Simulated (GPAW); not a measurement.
Worked example: self-consistent single point of Ga2Pt (P1, 3 atoms in the cell) in GPAW.

Level of theory: PBEsol, GPAW PAW datasets PBEsol (made by gpaw-setup) (plane waves; GPAW).

The change in words: atoms moved at random. Reference geometry:
```
CELL_PARAMETERS angstrom
      0.00000     2.96792     2.96792
      2.96792     0.00000     2.96792
      2.96792     2.96792     0.00000
ATOMIC_POSITIONS crystal
  Ga 0.75000 0.75000 0.75000
  Ga 0.25000 0.25000 0.25000
  Pt 0.00000 0.00000 0.00000
```

Reference input (self-consistent single point, DFT PBEsol, plane waves, GPAW PAW datasets PBEsol (made by gpaw-setup)): mode = pw; ecut = 600 eV; xc = PBEsol; kpts = 8 8 8; mesh shift (steps) = 0 0 0; occupations.name = methfessel-paxton; occupations.width = 0.272 eV; occupations.order = 0; nbands = -7; convergence.density = 1e-05 e/electron; symmetry.symmorphic = false; symmetry.tolerance = 0.0005. This run's input differs from it in these lines:

```diff
@@ -8,5 +8,5 @@
                     [2.967920, 2.967920, 0.000000]],
-              scaled_positions=[[0.750000, 0.750000, 0.750000],
-                                [0.250000, 0.250000, 0.250000],
-                                [0.000000, 0.000000, 0.000000]],
+              scaled_positions=[[0.740470, 0.756926, 0.748476],
+                                [0.256111, 0.242688, 0.252581],
+                                [0.003419, 0.000386, -0.001058]],
               pbc=True)
```

Log, with long lists cut:

```
     iter     time        total  log10-change:
                         energy   eigst   dens
iter:   1 --:--:--   -16.242908
iter:   2 --:--:--   -16.131588   -1.47  -1.17
iter:   3 --:--:--   -15.890552   -1.20  -1.18
iter:   4 --:--:--   -15.801097   -2.97  -1.40
iter:   5 --:--:--   -15.722831   -2.15  -1.47
iter:   6 --:--:--   -15.758959   -2.66  -2.36
iter:   7 --:--:--   -15.746811   -4.00  -2.09
iter:   8 --:--:--   -15.724421   -2.90  -2.17
iter:   9 --:--:--   -15.724059   -3.33  -2.78
iter:  10 --:--:--   -15.724196c  -4.51  -2.92
iter:  11 --:--:--   -15.723486c  -4.21  -2.87
iter:  12 --:--:--   -15.723500c  -5.32  -3.59
iter:  13 --:--:--   -15.723480c  -5.21  -3.67
iter:  14 --:--:--   -15.723489c  -6.03  -3.61
iter:  15 --:--:--   -15.723492c  -7.12  -4.24
iter:  16 --:--:--   -15.723494c  -7.65c -4.32
iter:  17 --:--:--   -15.723494c  -8.06c -4.36
iter:  18 --:--:--   -15.723494c  -8.92c -4.43
iter:  19 --:--:--   -15.723492c  -7.78c -4.46
iter:  20 --:--:--   -15.723493c  -8.39c -4.60
iter:  21 --:--:--   -15.723492c  -8.22c -4.72
iter:  22 --:--:--   -15.723491c  -8.40c -4.81
iter:  23 --:--:--   -15.723492c  -9.25c -5.00
iter:  24 --:--:--   -15.723492c  -9.33c -5.11c
Converged after 24 iterations.

Dipole moment: (0.048753, -0.170020, -0.275301) |e|*Ang

Energy contributions relative to reference atoms: (reference = -605924.461788)

Kinetic:        +17.130052
Potential:      -14.895936
External:        +0.000000
XC:             -17.461734
Entropy (-ST):   -0.049546
Local:           -0.471101
SIC:             +0.000000
--------------------------
Free energy:    -15.748265
Extrapolated:   -15.723492

Showing only first 2 kpts
 Kpt  Band  Eigenvalues  Occupancy
  0     9      7.81687    0.50522
  0    10     12.69244    0.00000
  0    11     12.80433    0.00000
  0    12     12.82870    0.00000

  1     9      8.06382    0.05115
  1    10     10.24318    0.00000
  1    11     11.52017    0.00000
  1    12     11.68408    0.00000

Fermi level: 7.68872

No gap
No difference between direct/indirect transitions
Energy (eV): -15.723492

Forces in eV/Ang:
  0 Ga   -0.13993    0.26960    0.10339
  1 Ga    0.09444   -0.17220    0.04706
  2 Pt    0.04546   -0.09730   -0.15028

Stress tensor:
     0.002282     0.000985     0.009336
     0.000985     0.002100    -0.004937
     0.009336    -0.004937     0.002446
Stress (GPa, Voigt): [ 0.3657  0.3364  0.3919 -0.7911  1.4958  0.1578]
```

The run converged in 24 iterations. GPAW prints stress with tension positive. Against the reference run the free energy rises by 3.3 meV/atom, the pressure goes from -0.49 to -0.36 GPa and the largest force goes from 0.000 to 0.321 eV/Å.

The starting cell comes from a database of computed structures (which also holds hypothetical and non-ambient phases and stackings), without a prior relaxation at this level. For this run, on top of that: atoms moved at random. Spin polarisation is off.

Cost on one core of a shared machine: roughly 3 min.
